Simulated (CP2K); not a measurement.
**Input and output of a self-consistent single point for Rb (Pm-3m, 1 atom in the cell) (CP2K)**

Method of the run: PBE, GPW, DZVP-MOLOPT-SR-GTH basis, GTH-PBE potentials (GTH_POTENTIALS) (CP2K 2026.2).

Input:

```
&GLOBAL
  PROJECT run
  RUN_TYPE ENERGY_FORCE
  PRINT_LEVEL LOW
&END GLOBAL
&FORCE_EVAL
  METHOD Quickstep
  STRESS_TENSOR ANALYTICAL
  &DFT
    BASIS_SET_FILE_NAME BASIS_MOLOPT
    POTENTIAL_FILE_NAME GTH_POTENTIALS
    &QS
      METHOD GPW
      EPS_DEFAULT 1E-10
    &END QS
    &MGRID
      CUTOFF 500
      REL_CUTOFF 40
      NGRIDS 5
    &END MGRID
    &SCF
      SCF_GUESS ATOMIC
      EPS_SCF 1E-6
      MAX_SCF 100
      ADDED_MOS 4
      &DIAGONALIZATION
        ALGORITHM STANDARD
      &END DIAGONALIZATION
      &MIXING
        METHOD BROYDEN_MIXING
        ALPHA 0.3
        NBUFFER 8
        BETA 1.5
      &END MIXING
      &SMEAR ON
        METHOD MARZARI_VANDERBILT
        SIGMA [eV] 0.272
      &END SMEAR
    &END SCF
    &KPOINTS
      SCHEME MONKHORST-PACK 6 6 6
      GAMMA_CENTERED T
    &END KPOINTS
    &XC
      &XC_FUNCTIONAL PBE
      &END XC_FUNCTIONAL
    &END XC
    &PRINT
      &MO
        EIGENVALUES T
        OCCUPATION_NUMBERS T
        NDIGITS 8
        FILENAME mo
        &EACH
          QS_SCF 0
        &END EACH
        ADD_LAST NUMERIC
      &END MO
      &MULLIKEN OFF
      &END MULLIKEN
    &END PRINT
  &END DFT
  &SUBSYS
    &CELL
      A 4.49332900 0.00000000 0.00000000
      B 0.00000000 4.49332900 0.00000000
      C 0.00000000 0.00000000 4.49332900
      PERIODIC XYZ
    &END CELL
    &COORD
      SCALED
      Rb       0.00000000     0.00000000     0.00000000
    &END COORD
    &KIND Rb
      BASIS_SET DZVP-MOLOPT-SR-GTH
      POTENTIAL GTH-PBE-q9
    &END KIND
  &END SUBSYS
  &PRINT
    &FORCES ON
    &END FORCES
    &STRESS_TENSOR ON
    &END STRESS_TENSOR
  &END PRINT
&END FORCE_EVAL
```

Output, abridged:

```
 GLOBAL| Method name                                                        CP2K
 GLOBAL| Project name                                                        run
 GLOBAL| Run type                                                   ENERGY_FORCE

 TOTAL NUMBERS AND MAXIMUM NUMBERS

  Total number of            - Atomic kinds:                                   1
                             - Atoms:                                          1
                             - Shell sets:                                     1
                             - Shells:                                         6
                             - Primitive Cartesian functions:                  7
                             - Cartesian basis functions:                     15
                             - Spherical basis functions:                     14

  Maximum angular momentum of- Orbital basis functions:                        2
                             - Local part of the GTH pseudopotential:          2
                             - Non-local part of the GTH pseudopotential:      3

 SCF PARAMETERS         Density guess:                                    ATOMIC
                        max_scf:                                             100
                        max_diis:                                              4
                        eps_scf:                                        1.00E-06
                        eps_diis:                                       1.00E-01
                        eps_eigval:                                     1.00E-05
                        level_shift [a.u.]:                             0.000000
                        added MOs                                         4    0
                        Mixing method:                            BROYDEN_MIXING
                                                charge density mixing in g-space
                        Smear method:                         MARZARI_VANDERBILT
                        Smearing width (sigma) [a.u.]:                  1.00E-02
                        Accuracy threshold:                             1.00E-10
                        No outer SCF

 Extrapolation method: initial_guess

 Number of electrons:                                                          9
 Number of occupied orbitals:                                                  5
 Number of molecular orbitals:                                                 9

 Number of orbital functions:                                                 14
 Number of independent orbital functions:                                     14

 SCF WAVEFUNCTION OPTIMIZATION

  Step     Update method      Time    Convergence         Total energy    Change
     1 NoMix/Diag. 0.30E+00      -     0.49151688       -24.1188943287 -2.41E+01
     2 Broy./Diag. 0.30E+00      -     0.00102366       -24.1285318983 -9.64E-03
     3 Broy./Diag. 0.30E+00      -     0.00951499       -24.1192039232  9.33E-03
     4 Broy./Diag. 0.30E+00      -     0.00140340       -24.1109778468  8.23E-03
     5 Broy./Diag. 0.30E+00      -     0.00203371       -24.1082589799  2.72E-03
     6 Broy./Diag. 0.30E+00      -     0.00080751       -24.1010946485  7.16E-03
     7 Broy./Diag. 0.30E+00      -     0.00042046       -24.0990539977  2.04E-03
     8 Broy./Diag. 0.30E+00      -     0.00007973       -24.0981641548  8.90E-04
     9 Broy./Diag. 0.30E+00      -     0.00003622       -24.0981723222 -8.17E-06
    10 Broy./Diag. 0.30E+00      -     0.00002598       -24.0983615221 -1.89E-04
    11 Broy./Diag. 0.30E+00      -     0.00000204       -24.0984221139 -6.06E-05
    12 Broy./Diag. 0.30E+00      -     0.00000654       -24.0984284015 -6.29E-06
    13 Broy./Diag. 0.30E+00      -     0.00000040       -24.0984366443 -8.24E-06

  *** SCF run converged in    13 steps ***

  Electronic density on regular grids:         -9.0000000000        0.0000000000
  Core density on regular grids:                8.9999999989       -0.0000000011
  Total charge density on r-space grids:       -0.0000000010
  Total charge density g-space grids:          -0.0000000010

  Overlap energy of the core charge distribution:               0.00000000000000
  Self energy of the core charge distribution:                -46.63199619119211
  Core Hamiltonian energy:                                     10.31228690465069
  Hartree energy:                                              15.92631188450543
  Exchange-correlation energy:                                 -3.70460079654194
  Smearing free energy correction:                             -0.00043844561780
  Fermi energy:                                                 0.05565958017937

  Total energy:                                               -24.09843664427568

 ENERGY| Total FORCE_EVAL ( QS ) energy [hartree]            -24.098437365178665

 FORCES| Atomic forces [hartree/bohr]
 FORCES|   Atom     x               y               z               |f|
 FORCES|      1  1.96642244E-10  1.96643912E-10  1.96633941E-10   3.40590527E-10
 FORCES| Sum     1.96642244E-10  1.96643912E-10  1.96633941E-10
 FORCES| Total atomic force                                       3.40590527E-10

 STRESS| Analytical stress tensor [bar]
 STRESS|                        x                   y                   z
 STRESS|      x        3.15100798669E+03   3.51987770729E-05   3.51988233575E-05
 STRESS|      y        3.51987770729E-05   3.15100798669E+03   3.51994102519E-05
 STRESS|      z        3.51988233575E-05   3.51994102519E-05   3.15100798669E+03
 STRESS| 1/3 Trace                                             3.15100798669E+03
```

The run converged in 13 iterations.

The starting cell was generated: these elements placed on a structure prototype, without a prior relaxation; it need not be a known phase or ordering of this composition. Its lattice was rescaled by a random factor within 2.5 % of one. Values carry the incompleteness of an atom-centred basis.
